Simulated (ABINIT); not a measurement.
A self-consistent single point of YMg3 (P-6m2, 4 atoms in the cell) with ABINIT.

Method: LDA (PW92), norm-conserving pseudopotentials (PseudoDojo nc-sr-04 LDA standard) (plane waves; ABINIT).

The change in words: lattice scaled by 0.98. Reference geometry:
```yaml
crystal:
  lattice:
    - [3.30799, 0.00000, 0.00000]
    - [-1.65400, 2.86480, 0.00000]
    - [0.00000, 0.00000, 10.93229]
  atoms:
    - { symbol: Y, position: [0.66667, 0.33333, 0.50000] }
    - { symbol: Mg, position: [0.66667, 0.33333, 0.00000] }
    - { symbol: Mg, position: [0.33333, 0.66667, 0.24212] }
    - { symbol: Mg, position: [0.33333, 0.66667, 0.75788] }
```

Reference input (self-consistent single point, DFT, LDA (PW92), plane waves, norm-conserving pseudopotentials (PseudoDojo nc-sr-04 LDA standard)): pseudos = [Y.upf, Mg.upf]; ecut = 42 Ha; occopt = 7; tsmear = 0.00367493 Ha; ngkpt = 12 12 4; nshiftk = 1; shiftk = 0 0 0; potentials = PseudoDojo nc-sr-04 LDA standard; nband = 28; kptopt = 1; nstep = 60; tolvrs = 1e-12. This run's input differs from it in these lines:

```diff
@@ -5,5 +5,5 @@
 rprim
-         3.3079897832    0.0000000503    0.0000000000
-        -1.6539949352    2.8648031626    0.0000000000
-         0.0000000000    0.0000000000   10.9322900000
+         3.2418299222    0.0000000181    0.0000000000
+        -1.6209149767    2.8075070583    0.0000000000
+         0.0000000000    0.0000000000   10.7136440000
 natom 4
```

The program printed (abridged):

```
--- !BeginCycle
solver: {iscf: 7, nstep: 60, nline: 4, wfoptalg: 0, }
tolerances: {tolvrs: 1.00E-12, }
...

     iter   Etot(hartree)      deltaE(h)  residm     vres2
 ETOT  1  -217.84891039909    -2.178E+02 2.480E-01 4.197E+04
 ETOT  2  -218.31275138727    -4.638E-01 2.485E-02 2.186E+04
 ETOT  3  -218.69434840525    -3.816E-01 2.200E-02 9.621E+00
 ETOT  4  -218.69466897679    -3.206E-04 8.057E-03 2.257E-01
 ETOT  5  -218.69468670732    -1.773E-05 2.070E-03 1.653E-01
   [... 3 lines left out ...]
 ETOT  9  -218.69468938141    -2.361E-10 8.858E-05 1.808E-06
 ETOT 10  -218.69468938144    -2.791E-11 1.223E-04 2.220E-08
 ETOT 11  -218.69468938145    -8.725E-12 7.462E-05 9.221E-12
 ETOT 12  -218.69468938145     5.883E-12 9.548E-05 6.344E-14
 At SCF step   12       vres2   =  6.34E-14 < tolvrs=  1.00E-12 =>converged.

 Cartesian components of stress tensor (hartree/bohr^3)
  sigma(1 1)=  1.69657444E-05  sigma(3 2)=  0.00000000E+00
  sigma(2 2)=  1.69657445E-05  sigma(3 1)=  0.00000000E+00
  sigma(3 3)=  3.32029734E-05  sigma(2 1)= -1.17400848E-13

 ----iterations are completed or convergence reached----

 reduced coordinates (array xred) for    4 atoms
       0.666666666700      0.333333333300      0.500000000000
       0.666666666700      0.333333333300     -0.000000000000
       0.333333333367      0.666666666633      0.242120000000
       0.333333333367      0.666666666633      0.757880000000
 cartesian forces (eV/Angstrom) at end:
    1     -0.00000000000000    -0.00000000000000     0.00000000000000
   [... lines left out ...]
 Fermi (or HOMO) energy (eV) =   5.05947   Average Vxc (eV)=  -9.35901
   [... lines left out ...]
total_energy        : -2.18694689381445E+02
total_energy_eV     : -5.95098514090198E+03
band_energy         : -4.59115710577039E+01
...

-Cartesian components of stress tensor (GPa)         [Pressure= -6.5839E-01 GPa]
- sigma(1 1)=  4.99149350E-01  sigma(3 2)=  0.00000000E+00
- sigma(2 2)=  4.99149353E-01  sigma(3 1)=  0.00000000E+00
- sigma(3 3)=  9.76865040E-01  sigma(2 1)= -3.45405161E-09

 Calculation completed.
```

The run converged in 12 iterations. Against the reference run the free energy falls by 15.6 meV/atom, the pressure goes from -2.56 to -0.66 GPa and the largest force goes from 0.042 to 0.101 eV/Å.

The starting cell comes from a database of computed structures (which also holds hypothetical and non-ambient phases and stackings), without a prior relaxation at this level. For this run, on top of that: lattice scaled by 0.98.

Cost on one core of a shared machine: roughly 5 min.
